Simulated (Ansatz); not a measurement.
Band structure of Al2Te5 (C2/m, 7 atoms in the cell).

```yaml
crystal:
  lattice:
    - [6.89271, -2.04951, 0.00000]
    - [6.89271, 2.04951, 0.00000]
    - [-6.09401, 0.00000, 7.96752]
  atoms:
    - { symbol: Al, position: [0.37050, 0.37050, 0.59811] }
    - { symbol: Al, position: [0.62950, 0.62950, 0.40189] }
    - { symbol: Te, position: [0.58146, 0.58146, 0.87375] }
    - { symbol: Te, position: [0.41854, 0.41854, 0.12625] }
    - { symbol: Te, position: [0.00000, 0.00000, 0.00000] }
    - { symbol: Te, position: [0.18148, 0.18148, 0.59993] }
    - { symbol: Te, position: [0.81852, 0.81852, 0.40007] }
```

Method: PBEsol, PAW files made with PBE (plane waves; Ansatz, a first-principles code).

Settings: basis.ecutwfc = 30.9 Ry; kpoints.mp_grid.grid = 3 3 2; hamiltonian.xc = pbesol; hamiltonian.pseudopotentials = {kind: paw} (the program's default PAW files); scf.occupations.method = fermi_dirac; scf.occupations.width = 0.0007 Ry; kpoints.band_path.path = [[-0.5, -0.5, 0.5], [0.0, 0.0, 0.0], [0.0, 0.0, -0.5]]; kpoints.band_path.npoints = 8.

The starting cell comes from a database of computed structures (which also holds hypothetical and non-ambient phases and stackings), without a prior relaxation at this level. Its lattice was rescaled by a random factor within 2.5 % of one. Spin-orbit coupling is off.

### Question
Predict the gap along the standard path and the places of the band edges.

### Answer
The gap along the path is 0.96 eV, from Y to X; the smallest direct gap on it is 1.27 eV.

Levels in eV from the top of the valence band on the path, bands 40 to 47:
```json
[
 {"point": "X", "40": "-1.29", "41": "-0.97", "42": "-0.58", "43": "-0.49", "44": "0.96", "45": "1.50", "46": "1.81", "47": "2.12"},
 {"point": "Γ", "40": "-1.44", "41": "-0.85", "42": "-0.77", "43": "-0.66", "44": "1.58", "45": "1.76", "46": "2.12", "47": "2.21"},
 {"point": "Y", "40": "-1.60", "41": "-0.63", "42": "-0.57", "43": "0.00", "44": "1.27", "45": "1.45", "46": "1.99", "47": "2.75"}
]
```

Keys are those of Ansatz 0.2.
